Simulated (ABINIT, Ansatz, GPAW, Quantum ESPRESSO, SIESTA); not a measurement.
**One structure in several programs: Sr (Fm-3m, 1 atom in the cell)**

Self-consistent single point.

```xyz
1
Lattice="0.0000 3.0336 3.0336 3.0336 0.0000 3.0336 3.0336 3.0336 0.0000" Properties=species:S:1:pos:R:3 pbc="T T T"
Sr     0.0000     0.0000     0.0000
```

Shared settings, as Ansatz (a quantum-chemistry and plane-wave program) writes them: kpoints.mp_grid.grid = 4 4 4; scf.occupations.method = fermi_dirac; scf.occupations.width = 0.1 eV. Potentials and cutoffs stand in the table.

```
code                                                                                                                                model  pressure (GPa)       cutoff
----------------  -----------------------------------------------------------------------------------------------------------------------  --------------  -----------
SIESTA            GGA PBE, numerical atomic orbitals DZP, PseudoDojo PBE standard norm-conserving potentials (rewritten from UPF to PSML)            2.87  grid 350 Ry
Quantum ESPRESSO                                                                                PBE, PSlibrary PAW (PBE) pseudopotentials           -0.07        45 Ry
GPAW                                                                                         PBE, GPAW PAW datasets PBE (gpaw-data 1.0.1)           -0.02       550 eV
Ansatz                                                                                                                     PBE, PAW files           -0.05      default
ABINIT                                                           PBE, norm-conserving pseudopotentials (PseudoDojo nc-sr-05 PBE standard)           -0.06       925 eV
```

The spread over the programs that give each value: pressure within 2.94 GPa.

SIESTA uses small atom-centred bases, whose incompleteness enters pressures, forces and empty levels differently from a plane-wave cutoff. Ansatz's pressure is given at a fixed set of plane waves, as the other plane-wave codes print theirs. In the pressure, SIESTA (by 2.92) lies more than 1 GPa from the median of the plane-wave programs.

On the base mesh (8 8 8) the same programs gave: Ansatz pressure -0.17 GPa; Quantum ESPRESSO pressure -0.18 GPa; ABINIT pressure -0.17 GPa; GPAW pressure -0.15 GPa; SIESTA pressure 3.01 GPa.

The starting cell comes from a database of computed structures (which also holds hypothetical and non-ambient phases and stackings), without a prior relaxation at this level.

Left out of this page: CP2K (on another mesh); Elk and FLEUR (not drawn, or without a comparable value).

Keys are those of Ansatz 0.2.
